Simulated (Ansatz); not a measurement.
## CdSe: pressure series

Consider CdSe in the wurtzite structure (space group P6_3mc, No. 186).

```
CELL_PARAMETERS angstrom
      4.38272     0.00000     0.00000
     -2.19136     3.79554     0.00000
      0.00000     0.00000     7.15447
ATOMIC_POSITIONS crystal
  Cd 0.66667 0.33333 0.00047
  Cd 0.33333 0.66667 0.50047
  Se 0.66667 0.33333 0.62473
  Se 0.33333 0.66667 0.12473
```

Cell and atoms are relaxed at each pressure.

Levels (all Ansatz, an electronic-structure program, PAW): PBE (420 eV, without spin-orbit coupling); r2SCAN (500 eV, without spin-orbit coupling).

The base cell above is that of PBE; each level relaxes its own structures.

| case | band gap, PBE | band gap, r2SCAN |
|---|---|---|
| pressure −2 GPa | 0.43 eV | ? |
| pressure −1 GPa | 0.49 eV | ? |
| pressure 0.3 GPa | 0.56 eV | ? |
| pressure 0.7 GPa | 0.58 eV | 1.14 eV |
| pressure 1.5 GPa | 0.61 eV | 1.17 eV |
| pressure 3 GPa | 0.67 eV | 1.22 eV |
| pressure 5 GPa | 0.74 eV | ? |
| pressure 7.5 GPa | 0.81 eV | 1.36 eV |
| pressure 10 GPa | 0.87 eV | 1.42 eV |

Q: Some entries are withheld; estimate them.

A: 
- pressure −2 GPa, band gap, r2SCAN: 1.00 eV
- pressure −1 GPa, band gap, r2SCAN: 1.06 eV
- pressure 0.3 GPa, band gap, r2SCAN: 1.12 eV
- pressure 5 GPa, band gap, r2SCAN: 1.29 eV

PBE lies below r2SCAN in every row, by 0.55 eV to 0.57 eV. They put the cases in the same order.

Load acts through the strain it causes; cell and atoms are relaxed under it. No phonon test of stability was made. Measured, CdSe leaves this structure (for rock salt) near 2.72 GPa (temperature not stated; as listed in Datta, Sujoy, Jana, Debnarayan, arXiv (2020)), on rising pressure, with hysteresis.
